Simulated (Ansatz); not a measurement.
Base system: SiO₂ in the rutile structure (space group P4_2/mnm, No. 136; a = 4.155 Å, c = 2.661 Å). Axes: x, y, z lie along a, b, c of the conventional cell.

Computed with LDA/PAW in Ansatz (a program for electronic structure), no spin-orbit coupling.

Strains are applied to the cell and any free atomic positions relax.

One change was made to it. Results:

The pressure (mean of the normal stresses, compression positive) grows by 17.64 kbar to 17.6 kbar; the gap character remains direct at Γ; the band gap rises by 0.09 eV, from 5.81 eV to 5.90 eV; the valence-band top at Γ (three highest levels, from the VBM) changes from 0.00, -0.91, -0.91 eV to 0.00, -0.89, -0.93 eV.

Q: Which change produced these results?
(A) uniaxial strain ε_xx = −3.00 %
(B) uniaxial strain ε_xx = −1.20 %
(C) uniaxial strain ε_xx = −0.60 %
(D) uniaxial strain ε_xx = −2.40 %

A: C, uniaxial strain ε_xx = −0.60 %. For comparison, the band gap in the other runs: uniaxial strain ε_xx = −3.00 % gives 6.30 eV; uniaxial strain ε_xx = −1.20 % gives 5.99 eV; uniaxial strain ε_xx = −2.40 % gives 6.19 eV.

Stability against distortions was not tested. k-point labels follow each cell's own Brillouin zone.
